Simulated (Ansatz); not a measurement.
Take PbZrO$_{3}$ in the cubic perovskite structure (space group Pm-3m, No. 221; a = 4.1413 Å; a cell from a computed database, its experimental status unchecked) as the base. Axes: x, y, z lie along the cube axes.

Modification: uniaxial stress, 5 GPa tension along x, with the cell and atoms free to relax against it.

Levels (all Ansatz, a quantum-chemistry and plane-wave program, PAW): PBEsol (420 eV, scalar-relativistic without spin-orbit coupling); r2SCAN (500 eV, no spin-orbit coupling); HSE06 (420 eV, no spin-orbit coupling).

At the geometry relaxed with PBEsol, these levels gave the following band gaps, in shuffled order: (a) 3.39 eV, (b) 2.22 eV, (c) 2.78 eV.

Problem. Match each gap to its level.

Solution. (a) HSE06; (b) PBEsol; (c) r2SCAN.

Single points use the geometry relaxed with PBEsol. HSE06 was sampled on its mesh, a few special points and the semilocal edge points, so its gap is an upper bound. With Pb present, leaving out spin-orbit coupling can change the band edges. Load acts through the strain it causes; cell and atoms are relaxed under it. Beyond what the load breaks, stability against distortions was not tested. Many cubic perovskites are stable only at high temperature; tilts and polar distortions were not tested.
